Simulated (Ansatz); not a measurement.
The starting structures come from a database of crystals and need not be the phases stable at ambient conditions.

Input:

```
BrSSb
1.0
    3.93363     0.00000     0.00000
    0.00000     9.73084     0.00000
    0.00000     0.00000     8.19658
Sb S Br
4 4 4
Cartesian
  2.90275   3.57071   5.12459
  0.93594   6.16013   3.07198
  0.93594   8.43612   7.17027
  2.90275   1.29471   1.02630
  2.90275   4.39167   2.74971
  0.93594   5.33917   5.44686
  0.93594   9.25709   1.34858
  2.90275   0.47375   6.84800
  2.90275   6.56774   0.11603
  0.93594   3.16310   8.08055
  0.93594   1.70232   3.98226
  2.90275   8.02852   4.21432
```

Space group of this cell: Pnma. The cell was relaxed by PBE-D3(BJ); by PBEsol its mean pressure is -0.7 GPa.

Transport runs along the normal of the first two printed cell vectors.

The gap is the functional's own. No spin-orbit coupling. Mid-gap values are interpolated on the energy grid.

Predict the band gap and the smallest decay constant κ at mid-gap from PBEsol in Ansatz (a first-principles code).

Gap 1.62 eV on a 8×4×4 mesh; κ = 0.219 1/Å, at (0.250, 0.000) of the in-plane reciprocal vectors. At the zone centre, at the nearest computed energy, the slowest state has κ = 0.27 1/Å.
